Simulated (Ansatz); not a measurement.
Ca3V2O8 (C2/m, No. 12; cell taken from a computed entry)

The numbers are results of r²SCAN-D4 (PAW; Ansatz, a quantum-chemistry and plane-wave program), not measurements.

Numerical settings: plane-wave cutoff 500 eV, 8×8×6 k mesh (along the axes of the cell as run), gaussian smearing 0.02 eV, no spin polarisation, scalar-relativistic PAW data made under PBE.

Cell: relaxed at this level.

```yaml
equilibrium_volume_per_atom: 12.79 Å³/atom
band_gap: 3.91 eV (on the SCF k mesh)
```

Note: the relaxation could not lower the start's symmetry, so the cell can be a saddle point above a distorted one.

Computed values are for the static lattice.

The result took very roughly 12 core-minutes.
